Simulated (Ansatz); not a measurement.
## HfO2: energy against volume

HfO2 (fluorite, Fm-3m, 11.038 Å³/atom and stress up to 0.01 GPa in the relaxed cell, cube axes along x, y and z) under an equal strain ε along all three axes. PBE in Ansatz, a plane-wave DFT program (PAW, default set), 420 eV, 11×11×11 Γ-centred mesh, Fermi-Dirac smearing 0.05 eV; ions are relaxed, or left where forces stay under 0.02 eV/Å, within the symmetry of each cell.

Here V stands for volume and E for E less E0.

```
volume (Å³/atom)  E less E0 (meV/atom)  pressure (GPa)
----------------  --------------------  --------------
10.3892                          32.58           16.93
10.5491                          18.04           12.27
10.7105                           7.86            7.90
10.8736                           1.95            3.82
11.0384                           0.00            0.00
11.2048                           1.88           -3.56
11.3729                           7.38           -6.88
11.5426                          16.28           -9.99
11.7140                          28.58          -12.89
12.0619                              ?               ?
```

Task: Fit E against V with the third-order Birch-Murnaghan form, a cubic in V^(-2/3), and predict the withheld value at V = 12.0619.

Result: With u = V^(-2/3) - 0.202, the rows have u = 0.008029, 0.005901, 0.003807, 0.001744, -0.000289, -0.002291, -0.004264, -0.006207, -0.008121. Least squares gives E = 0.039 + 274.25·u + 468474·u² + 270925·u³. Residuals (row less fit): -0.001, 0.014, -0.028, 0.006, 0.001, 0.014, 0.014, -0.041, 0.017; standard error 0.026 (degrees of freedom: 5). Its minimum lies at u = -0.000293, so V0 = (0.201707)^(-3/2) = 11.04. There d²E/du² = 936500 and d³E/du³ = 1626000, so B0 = (4/9) × 11.04^(-7/3) × 936500 × 0.160218 = 246 GPa (the last factor turns the table's units into GPa), and B0' = 4 + (2/3) × 0.201707 × (1626000)/936500 = 4.2. B0' rests on the cubic coefficient alone and has a standard error of 0.1 from these residuals. At the withheld row, u = -0.011868, so E = 0.039 + 274.25 × (-0.011868) + 468474 × (-0.011868)² + 270925 × (-0.011868)³ = 62.316 meV/atom. The calculation gives 62.41 meV/atom, 0.094 meV/atom above the prediction (0.2 % of the range of E in the table). The row lies outside the fitted rows, so this is an extrapolation. From the scatter of the fitted rows alone, a prediction at this place has a standard error of 0.104 meV/atom, so the miss is 0.9 times that.

The primitive cell can neither tilt nor turn polar against its symmetry, as such crystals can under strain. Other structures, which can take over under pressure, weren't tried. The same form fitted to the pressure column gives B0' = 4.2; series where the two differ by over 0.4 aren't shown. HfO2 is here the high-temperature cubic form, which is unstable at 0 K; the monoclinic form is the stable one. Rows are the converged runs of the series near zero and its far end, less any whose ions stayed unrelaxed beside relaxed ones; series whose fitted rows scatter by over a few per cent of the range, as at a crossing or softening among them, aren't shown in this form.
